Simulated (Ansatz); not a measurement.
The starting structures come from a database of crystals and need not be the phases stable at ambient conditions.

# Evanescent states of Sr$_{2}$H$_{6}$Ru (Fm-3m, not sure to be the ambient phase, 9 atoms a cell, 12.2 Å³ an atom, -2 GPa at this level) along the normal of (110)

Computed with PBEsol (plane waves, PAW; Ansatz, an electronic-structure program).

The gap is the functional's own, uncorrected, and κ follows it; spin-orbit coupling is left out. Mid-gap values are interpolated between the computed energies.

Energies count from the valence-band top; κ is the least over a 6×4 mesh across the current.

| E (eV) | κ (1/Å) | where |
|---|---|---|
| 0.06 | 0.201 | Γ |
| 0.17 | 0.364 | Γ |
| 0.28 | 0.402 | Γ |
| 0.39 | 0.392 | Γ |
| 0.49 | 0.383 | Γ |
| 0.60 | 0.375 | Γ |
| 0.71 | 0.367 | Γ |
| 0.82 | 0.359 | Γ |
| 0.94 | 0.351 | Γ |
| 1.04 | 0.342 | Γ |
| 1.16 | 0.332 | Γ |
| 1.26 | 0.320 | Γ |
| 1.38 | 0.307 | Γ |
| 1.49 | 0.292 | Γ |
| 1.59 | 0.274 | Γ |
| 1.71 | 0.252 | off Γ |
| 1.81 | 0.219 | off Γ |
| 1.93 | 0.177 | off Γ |
| 2.04 | 0.118 | off Γ |

### Question
How thick must the barrier be to attenuate the transmission by 10^6 when the electrodes' Fermi level lies at 0.82 eV, and what attenuation does that film give at 1.04 eV?

### Answer
d = 6 ln 10 / (2 × 0.359) = 19.2 Å. At 1.04 eV it gives 6 × 0.342/0.359 = 5.7 decades.
